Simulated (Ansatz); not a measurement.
System: fluorite AuAl2. Method: LDA (Ansatz, a quantum-chemistry and plane-wave program, plane waves, PAW).

Settings: plane-wave cutoff 520 eV, 16×16×16 k mesh, Fermi–Dirac smearing 0.05 eV, scalar-relativistic PAW data made under PBE.

A third-order Birch–Murnaghan fit to the energies gives V0 = 17.607 Å³/atom, B0 = 121 GPa, B′ = 4.8.

| V (Å³/atom) | P (GPa) |
|---|---|
| 16.552 | … |
| 16.904 | 5.45 |
| 17.256 | 2.56 |
| 17.608 | -0.01 |
| 17.960 | … |
| 18.313 | -4.34 |
| 18.665 | … |

Problem. Estimate the withheld pressures from this fit; the answers are the runs' own values.

Solution. 
- 16.552, P (GPa): 8.67
- 17.960, P (GPa): -2.30
- 18.665, P (GPa): -6.15

The formula P = (3/2) B0 (x^(7/3) − x^(5/3)) [1 + (3/4)(B′ − 4)(x^(2/3) − 1)] with x = V0/V meets the computed pressures within 0.02 GPa when these rounded values are put in.

Spin–orbit coupling is not included; it can shift volumes and moduli of such heavy elements.

Computed values are for the static lattice.
